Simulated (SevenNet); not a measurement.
**L1₂ (Cu3Au-type) Al3Sc**

Method: the machine-learned potential SevenNet-0 (trained on PBE and PBE+U data).

Cell (relaxed at this level):

```cif
data_Al3Sc
_chemical_formula_sum 'Sc1 Al3'
_space_group_name_H-M_alt 'P 1'
_space_group_IT_number 1
_cell_length_a 4.11831
_cell_length_b 4.11831
_cell_length_c 4.11831
_cell_angle_alpha 90.000
_cell_angle_beta 90.000
_cell_angle_gamma 90.000
loop_
_space_group_symop_operation_xyz
  'x, y, z'
loop_
_atom_site_label
_atom_site_type_symbol
_atom_site_fract_x
_atom_site_fract_y
_atom_site_fract_z
_atom_site_occupancy
Sc1 Sc 0.00000 0.00000 0.00000 1
Al1 Al 0.00000 0.50000 0.50000 1
Al2 Al 0.50000 0.00000 0.50000 1
Al3 Al 0.50000 0.50000 0.00000 1
```

| Item | Value |
|---|---|
| lattice parameter a | 4.118 Å |
| equilibrium volume per atom | 17.46 Å³/atom |

Measured, for comparison: lattice constant a 4.103 Å, equilibrium volume per atom 17.27 Å³/atom (room temperature, no zero-point or thermal correction; as tabulated in A Combined Experimental and First-Principles Based Assessment of …). Computed (rounded) less measured: lattice constant a +0.4 %, equilibrium volume per atom +1.1 %.

A machine-learned potential is trained on density-functional data: it inherits that level's misses and adds fitting errors of its own.
